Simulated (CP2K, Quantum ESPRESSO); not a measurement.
A Quantum ESPRESSO input for a self-consistent single point of NiTeSe (P3m1, 3 atoms in the cell) (DFT, LDA (PZ), plane waves, PSlibrary ultrasoft (LDA) pseudopotentials):

```fortran
&control
    calculation = 'scf',
    prefix = 'scf',
    outdir = './out',
    pseudo_dir = './',
    tprnfor = .true.,
    tstress = .true.,
/
&system
    ibrav = 4,
    celldm(1) = 6.95277488,
    celldm(3) = 1.3864447845,
    nat = 3,
    ntyp = 3,
    ecutwfc = 50,
    ecutrho = 300,
    occupations = 'smearing',
    smearing = 'fd',
    degauss = 0.0073499,
/
&electrons
    conv_thr = 1.0d-10,
    mixing_beta = 0.3,
/
ATOMIC_SPECIES
Ni    58.6934  Ni.pz-n-rrkjus_psl.1.0.0.UPF
Te   127.6000  Te.pz-n-rrkjus_psl.1.0.0.UPF
Se    78.9710  Se.pz-n-rrkjus_psl.1.0.0.UPF
ATOMIC_POSITIONS crystal
Ni    0.00000000    0.00000000    0.01287000
Te    0.66666667    0.33333333    0.74931000
Se    0.33333333    0.66666667    0.23782000
K_POINTS automatic
7 7 5  0 0 0
```

### Question
Translate this input to CP2K.

### Answer
One input that does it (others would too):

```
&GLOBAL
  PROJECT bulk
  RUN_TYPE ENERGY_FORCE
  PRINT_LEVEL LOW
&END GLOBAL
&FORCE_EVAL
  METHOD Quickstep
  STRESS_TENSOR ANALYTICAL
  &DFT
    BASIS_SET_FILE_NAME BASIS_MOLOPT_UZH
    POTENTIAL_FILE_NAME POTENTIAL_UZH
    &QS
      METHOD GPW
      EPS_DEFAULT 1E-10
    &END QS
    &MGRID
      CUTOFF 600
      REL_CUTOFF 50
      NGRIDS 5
    &END MGRID
    &SCF
      SCF_GUESS ATOMIC
      EPS_SCF 1E-6
      MAX_SCF 100
      ADDED_MOS 6
      &DIAGONALIZATION
        ALGORITHM STANDARD
      &END DIAGONALIZATION
      &MIXING
        METHOD BROYDEN_MIXING
        ALPHA 0.2
        NBUFFER 8
        BETA 1.5
      &END MIXING
      &SMEAR ON
        METHOD FERMI_DIRAC
        ELECTRONIC_TEMPERATURE [K] 1160.45
      &END SMEAR
    &END SCF
    &KPOINTS
      SCHEME MONKHORST-PACK 7 7 5
    &END KPOINTS
    &XC
      &XC_FUNCTIONAL PADE
      &END XC_FUNCTIONAL
    &END XC
    &PRINT
      &MO
        EIGENVALUES T
        OCCUPATION_NUMBERS T
        NDIGITS 8
        FILENAME mo
        &EACH
          QS_SCF 0
        &END EACH
        ADD_LAST NUMERIC
      &END MO
      &MULLIKEN OFF
      &END MULLIKEN
    &END PRINT
  &END DFT
  &SUBSYS
    &CELL
      A 3.67925000 0.00000000 0.00000000
      B -1.83962500 3.18632400 0.00000000
      C 0.00000000 0.00000000 5.10107700
      PERIODIC XYZ
    &END CELL
    &COORD
      SCALED
      Ni       0.00000000     0.00000000     0.01287000
      Te       0.66666700     0.33333300     0.74931000
      Se       0.33333300     0.66666700     0.23782000
    &END COORD
    &KIND Ni
      BASIS_SET DZVP-MOLOPT-PBE-GTH-q18
      POTENTIAL GTH-PBE-q18
    &END KIND
    &KIND Te
      BASIS_SET DZVP-MOLOPT-PBE-GTH-q6
      POTENTIAL GTH-PBE-q6
    &END KIND
    &KIND Se
      BASIS_SET DZVP-MOLOPT-PBE-GTH-q6
      POTENTIAL GTH-PBE-q6
    &END KIND
  &END SUBSYS
  &PRINT
    &FORCES ON
    &END FORCES
    &STRESS_TENSOR ON
    &END STRESS_TENSOR
  &END PRINT
&END FORCE_EVAL
```

Basis settings and potentials, where a program has them, do not carry over. This input uses DFT LDA (Pade form), GPW, DZVP-MOLOPT-PBE-GTH basis, GTH-PBE potentials (POTENTIAL_UZH). LDA parametrisations can differ slightly between programs.

The starting cell comes from a database of computed structures (which also holds hypothetical and non-ambient phases and stackings), without a prior relaxation at this level. Its lattice was rescaled by a random factor within 2.5 % of one.
